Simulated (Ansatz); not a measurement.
Start from TiSe2 in the CdI2 type structure (space group P-3m1, No. 164; a = 3.481 Å, c = 5.872 Å; layered, stacked along the Cartesian z axis).

Method: Ansatz (an electronic-structure program) PBE-D3(BJ), no spin-orbit coupling.

For the base:

The In-plane lattice parameter a is 3.481 Å.

One thing is altered: a free-standing slab of 4 layers (12 atoms, 3 a layer) is cut normal to the stacking axis, with 15 Å of vacuum and the in-plane cell relaxed.

Problem. How does this affect the in-plane lattice parameter a, excess energy per area of both faces and thickness between the outermost nuclei?

Solution. The in-plane lattice parameter a decreases by 0.002 Å to 3.479 Å; the excess energy per area of both faces (slab less bulk energy over the cell's area: twice a surface energy) amounts to 0.6 J/m² (uncertain by up to 0.2 J/m²); the thickness between the outermost nuclei comes out as 20.85 Å.

Slab and bulk use different k-meshes, which limits the precision of the excess energy. Stability against distortions was not tested. All final runs are without spin polarisation.
